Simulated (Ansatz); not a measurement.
Data:

```
Nb
1.0
   -1.65297     1.65297     1.66012
    1.65297    -1.65297     1.66012
    1.65297     1.65297    -1.66012
Nb
1
Cartesian
  0.00000   0.00000   0.00000
```

No spin polarisation.

A single point on Nb with a change (uniaxial stress, 0.5 GPa tension along z), its geometry relaxed with PBE.

All numbers come from Kohn–Sham DFT with the r2SCAN functional, run in Ansatz (a program for electronic structure) with PAW and 500 eV plane waves, without spin-orbit coupling. k-mesh 20×20×20 (Γ-centred); smearing 0.05 eV (Fermi–Dirac).

Question: Estimate the pressure.

Answer: -1.3 GPa.

Question: Predict the band gap.

Answer: Zero.

Single points use the geometry relaxed with PBE. Load acts through the strain it causes; cell and atoms are relaxed under it. Beyond what the load breaks, stability against distortions was not tested. The final runs are not spin-polarised. The cell was made from Nb in the bcc (W type) structure (space group Im-3m, No. 229) by this change: uniaxial stress, 0.5 GPa tension along z.
